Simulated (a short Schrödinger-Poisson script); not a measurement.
Structure: gated Al0.3Ga0.7As/GaAs modulation-doped gas, at 300 K.

```tsv
layer	material	thickness (nm)	Nd (cm⁻³)	Na (cm⁻³)
1	Al0.3Ga0.7As	30	-	-
2	Al0.3Ga0.7As	10	1.8e18	-
3	Al0.3Ga0.7As	2	-	-
4	GaAs	6000	-	2e14
```

The device is made up for the run: typed textbook-type constants, with dimensions and the other settings drawn at random. Al0.3Ga0.7As: permittivity 12.05, conduction-band edge (eV) 0.237, gap (eV) 1.798, electron mass (mₑ) 0.0919, Nv at 300 K (cm⁻³) 9e18. GaAs: permittivity 12.9, conduction-band edge (eV) 0, gap (eV) 1.424, Nv at 300 K (cm⁻³) 9e18.

Channel valleys (confinement mass, in-plane density-of-states mass, number): Γ 0.067, 0.067, 1. At the gate the conduction-band edge of layer 1 lies 0.99 eV − eVg above the Fermi level of the channel; the field vanishes at the back. The barrier under the gate holds no holes. Gaps are held at their typed values at every temperature. Mesh 0.08 nm at interfaces.

From a short Schrödinger-Poisson script (our own, NumPy): 1D Poisson equation in equilibrium, electrons quantum, Hartree (BenDaniel-Duke, 40 states a valley, the channel's in-plane mass for all, wave functions free to enter the barrier), parabolic valleys, classical holes, full ionisation, no traps, pinning or gate leakage.

The same stack at other levels of the model or other numerical settings:

```tsv
run	sheet density of all electrons at Vg = 0.5 V (cm⁻²)	sheet density of all electrons at Vg = 0 V (cm⁻²)	capacitance at Vg = 0.5 V (μF/cm²)	centroid of the channel electrons at Vg = 0.5 V (nm)	rough cost against the base
base	9.22e11	2.57e11	0.229	11.85	about 1
electrons treated as classical, Boltzmann	…	2.70e11	0.238	8.86	0.02
electrons treated as classical, Fermi-Dirac	9.40e11	2.66e11	0.229	…	0.1
electrons treated as quantum, Hartree plus LDA exchange-correlation	9.35e11	2.63e11	0.230	11.29	2
mesh six times as coarse	9.22e11	2.57e11	0.229	11.92	0.2
one subband a valley	8.98e11	…	0.223	8.04	0.4
```

Question: Some entries are withheld; supply them.

Answer: 
- electrons treated as classical, Boltzmann, sheet density of all electrons at Vg = 0.5 V (cm⁻²): 9.68e11
- one subband a valley, sheet density of all electrons at Vg = 0 V (cm⁻²): 2.34e11
- electrons treated as classical, Fermi-Dirac, centroid of the channel electrons at Vg = 0.5 V (nm): 10.40

The classical rows ignore confinement, and Boltzmann statistics overrate the density once the band edge passes the Fermi level.
